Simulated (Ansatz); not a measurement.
Worked calculations on one periodic cell of amorphous Hf18O39Y2: Hf18O39Y2, 59 atoms, volume 780.7 Å³, made by a melt-quench on the CHGNet potential and relaxed with DFT. O atoms were pushed apart under 1.9 Å during the dynamics, to hinder bonds among them. It is a model cell: composition and starting density were chosen by hand, and all elements were melted together. Cycles of charging were run to anneal it. Calculation: PBE, scalar-relativistic without spin-orbit coupling (plane waves to 420 eV, PAW; Ansatz, a program for electronic structure). Sampling: a 2×2×2 Γ-centred mesh; Fermi-Dirac width 0.02 eV; no spin polarisation. Its volume was relaxed, its shape was held as a cube, and it stands at a mean pressure of 0.1 GPa with stress components up to 2.7 GPa; the relaxation ran on the zone centre alone. Its density went from a set 8.63 to 8.54 g/cm³. The cell is small and was quenched far faster than a real film, so it is one sample of the glass.

### Question
Count formal charges (Hf +4, O -2, Y +3). What does the count lead one to expect at the Fermi level, and what does the calculation give?

### Answer
18 × (+4) + 39 × (-2) + 2 × (+3) = 0. The charges balance, so the anion-derived valence states can be full and a gap can open. On this mesh the highest filled and lowest empty level lie 3.91 eV apart, the PBE gap of this cell, with a localised state at one edge or both.

Four energies for an added electron at PBE on the zone centre alone (charged cells in a uniform background, spin-polarised): neutral at the neutral geometry -312909.791 eV; charged at the neutral geometry -312894.338 eV; charged and relaxed -312894.843 eV; neutral at the charged geometry -312909.040 eV.

### Question
Find the two relaxation energies and their sum, the reorganisation energy.

### Answer
On charging: -312894.338 − (-312894.843) = 0.505 eV. On discharging: -312909.040 − (-312909.791) = 0.751 eV. The sum is 1.256 eV. The carrier's level spreads over 9 of the 59 atoms' worth, so it counts as partly localised, most on one Hf atom with neighbours O 2.00 Å, O 2.02 Å, O 2.10 Å, O 2.15 Å, O 2.20 Å, O 2.22 Å (neutral geometry). The values are uncorrected: the image energy of a point charge in this cell, 2.84 × 14.40 / (2 × 9.2) = 2.2 eV before screening, is screened by electrons alone at the fixed geometry and by ions too after relaxing, and the carrier can be spread before it relaxes, so each term can be off by up to that value times 1/ε∞, some tenths of an eV. PBE's self-interaction favours spread-out carriers, so a hybrid can localise more.

Four energies for a hole at PBE on the zone centre alone (charged cells in a uniform background, spin-polarised): neutral at the neutral geometry -312909.791 eV; charged at the neutral geometry -312921.213 eV; charged and relaxed -312921.635 eV; neutral at the charged geometry -312908.633 eV.

### Question
Find the two relaxation energies and their sum, the reorganisation energy.

### Answer
On charging: -312921.213 − (-312921.635) = 0.422 eV. On discharging: -312908.633 − (-312909.791) = 1.158 eV. The sum is 1.580 eV. The carrier's level spreads over 3 of the 59 atoms' worth, so it counts as localised, most on one O atom with neighbours Hf 2.08 Å, Hf 2.08 Å, Hf 2.25 Å (neutral geometry). The values are uncorrected: the image energy of a point charge in this cell, 2.84 × 14.40 / (2 × 9.2) = 2.2 eV before screening, is screened by electrons alone at the fixed geometry and by ions too after relaxing, and the carrier can be spread before it relaxes, so each term can be off by up to that value times 1/ε∞, some tenths of an eV. PBE's self-interaction favours spread-out carriers, so a hybrid can localise more.
